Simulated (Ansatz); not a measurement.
## Hypothetical zinc blende CaO: response to strain

The reference is CaO in the zinc blende structure (space group F-43m, No. 216; a hypothetical phase, not in the database extracts checked).

Space group F-43m (No. 216); a = 5.213 Å, b = 5.213 Å, c = 5.213 Å, α = 90.00°, β = 90.00°, γ = 90.00°

| atom | site | symmetry | x | y | z |
|---|---|---|---|---|---|
| O | 4c | -43m | 0.2500 | 0.2500 | 0.2500 |
| Ca | 4a | -43m | 0.0000 | 0.0000 | 0.0000 |
(The calculation used a cell of 2 atoms; values per cell refer to that cell.)

Strains are applied to the cell and any free atomic positions relax.

Level of theory: plane-wave PAW DFT at the r2SCAN level (Ansatz, a program for electronic structure, 500 eV), scalar-relativistic without spin-orbit coupling.

```csv
isotropic strain (%),pressure (GPa)
-1.71,4.7
-0.4,?
0,0.0
3.51,-6.9
5.72,-9.8
```

### Question
Fit P = P₀ − Bδ + Cδ² with δ = (1 + ε)³ − 1 to the rows shown and predict the withheld row.

### Answer
Least squares on the printed values gives P₀ = 0.1 GPa, B = 81.8 GPa, C = 151 GPa (largest residual 0.1 GPa); this predicts 1.1 GPa, and the run gives 1.0 GPa, in agreement.

Stability against distortions was not tested.
